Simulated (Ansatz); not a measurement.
Base system: BP in the zinc blende structure (space group F-43m, No. 216; a = 4.537 Å). Axes: x, y, z lie along the cube axes.

Level of theory: r2SCAN (Ansatz, an electronic-structure program; PAW; 500 eV plane waves; without spin-orbit coupling).

Free-standing slabs (2 atom(s) a layer) normal to [110] with 15 Å of vacuum; in-plane cell held at bulk.

One change was made to it. Results:

The band gap increases by 0.23 eV to 1.64 eV; the gap character amounts to indirect, Γ → Γ–X (92 % along); the excess energy per area of both faces (slab less bulk energy over the cell's area: twice a surface energy) is 2.96 J/m²; the valence-band top at Γ (three highest levels, from the VBM) goes from 0.00, 0.00, 0.00 eV to 0.00, -0.87, -2.93 eV.

Task: Which change produced these results?
A. 7 layers
B. 2 layers
C. 4 layers

Result: B, 2 layers. For comparison, the band gap in the other runs: 4 layers gives 0.87 eV; 7 layers gives 0.48 eV.

Slab and bulk use different k-meshes, which limits the precision of the excess energy. Stability against distortions was not tested. Labels are those of the standard path for the cell's own space group.
